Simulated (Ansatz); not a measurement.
System: C11b MoSi2. Method: Hartree–Fock (plane waves, PAW; Ansatz, a first-principles code).

Input:

Ansatz 0.2 input:
```yaml
crystal:
  lattice:
    - [-1.599020895, 1.599020895, 3.8763226852]
    - [1.599020895, -1.599020895, 3.8763226852]
    - [1.599020895, 1.599020895, -3.8763226852]
  atoms:
    - { symbol: Si, position: [0.6605985272, 0.6605985272, 0.0] }
    - { symbol: Si, position: [0.3394014728, 0.3394014728, 0.0] }
    - { symbol: Mo, position: [0.0, 0.0, 0.0] }
basis:
  ecutwfc: 460
  ecutrho_ratio: 4
  xc_grid: 2
kpoints:
  mp_grid: { grid: [12, 12, 12] }
hamiltonian:
  xc: hf
  dispersion: none
  pseudopotentials: { kind: paw }
scf:
  occupations: { method: fermi_dirac, width: 0.05 }
output:
  forces: true
  stress: true
  eigenvalues: true
relax:
  f_tol: 0.01
  escape_saddle: false
  max_steps: 80
  cell: { stress_tol: 0.05, fix: [volume] }
```

The run printed, among other lines:

```
Relaxation: its limit of steps is 80 (relax.max_steps)
Crystal: 3 atoms, lattice volume = 39.645 Å³
Basis set: ecut = 460 eV, 897 PW (Γ), exchange–correlation on 64×64×64 points (8 copies of the dense FFT grid, shifted against one another)
Bands: 15, of which v1, the nominal top of the filled ones, is band 11 counted from 1 (10 counted from 0)
Symmetry: 16 space group operations
Space group: I4/mmm (ITA 139), of the structure as read, at distance tolerance 3.4e-5 Å
k-points: 163 of 1728
Functional: x = pbe(κ = 0.804, μ = 0.2195149727645171), c = none, warm-up for x = 0 pbe(κ = 0.804, μ = 0.2195149727645171) + 1 exact, c = none
SCF iter   1: F=—  HF=-6137.465712 eV  |F-HF|=—  |Δ(HF+E_count)|=         —  Δρ=8.64e-3  dr2=4.58e-2
SCF iter   2: F=—  HF=-6137.459437 eV  |F-HF|=—  |Δ(HF+E_count)|=   6.27e-3  Δρ=3.66e-3  dr2=4.98e-3
  ...
SCF 1 converged in 9 iterations: F = -6137.459458 eV  dr2 = 2.01e-11
Crystal: 3 atoms, lattice volume = 39.645 Å³
Initial density: handed on by an earlier stage of this run
Functional: x = 0 pbe(κ = 0.804, μ = 0.2195149727645171) + 1 exact, c = none
  ...
Crystal: 3 atoms, lattice volume = 39.645 Å³
Crystal: 3 atoms, lattice volume = 39.645 Å³
Crystal: 3 atoms, lattice volume = 39.645 Å³
Crystal: 3 atoms, lattice volume = 39.645 Å³
SCF 20 converged in 3 iterations: F = -6150.338250 eV  dr2 = 2.03e-12
Crystal: 3 atoms, lattice volume = 39.645 Å³
Crystal: 3 atoms, lattice volume = 39.645 Å³
Crystal: 3 atoms, lattice volume = 39.645 Å³
SCF 23 converged in 4 iterations: F = -6150.338282 eV  dr2 = 3.22e-12
Crystal: 3 atoms, lattice volume = 39.645 Å³
SCF 24 converged in 2 iterations: F = -6150.338283 eV  dr2 = 2.37e-11
Crystal: 3 atoms, lattice volume = 39.645 Å³
SCF iter   1: F=—  HF=-6150.338283 eV  |F-HF|=—  |Δ(HF+E_count)|=         —  Δρ=7.15e-7  dr2=2.00e-11
SCF iter   2: F=-6150.338283 eV  HF=-6150.338283 eV  |F-HF|=3.64e-12  |Δ(HF+E_count)|=  1.46e-11  Δρ=3.43e-7  dr2=4.64e-12
SCF 25 converged in 2 iterations: F = -6150.338283 eV  dr2 = 4.64e-12
Free energy (F): -6150.338283 eV
Internal energy: -6150.338283 eV  (E = F + TS)
E sigma→0 (E₀):  -6150.338283 eV
Fermi energy:    17.116305 eV
--- Forces (eV/Å), atoms counted from 1 ---
  atom   1  Si    -0.00000000    -0.00000000    -0.00060951
  atom   2  Si     0.00000000    -0.00000000     0.00060951
  atom   3  Mo     0.00000000    -0.00000000     0.00000000
--- Stress (GPa, compression-positive) ---
        6.097260       0.000000      -0.000000
        0.000000       6.097260       0.000000
       -0.000000       0.000000       6.105145
  P = ⅓ Tr σ = 6.0999 GPa (60.999 kbar)
```

The cell is one volume of an energy–volume scan, off the minimum.

The PAW data were made under PBE.
